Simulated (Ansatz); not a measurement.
Input:

```
LiH
1.0
    2.88212     0.00000     0.00000
    0.00000     2.88212     0.00000
    1.44106    -1.44106     1.99099
H Li
1 1
Cartesian
  0.00000   0.00000   0.00000
  1.44106   1.44106   0.00000
```

No spin polarisation.

Method: r2SCAN (Ansatz, a quantum-chemistry and plane-wave program, PAW, without spin-orbit coupling), earlier PAW set. Γ-centred 14×14×14 mesh, Fermi–Dirac width 0.05 eV.

### Question
Predict the space group, gap character and band gap.

### Answer
```json
{
 "space_group": "I4/mmm (No. 139)",
 "gap_character": "indirect, M → X",
 "band_gap": "3.42 eV"
}
```

The cells carry an imposed strain or load. No phonon test of stability was made. The cell was made from LiH in the rock salt structure (space group Fm-3m, No. 225) by this change: biaxial strain +1.80 %, plane normal [001], relaxed out of plane.
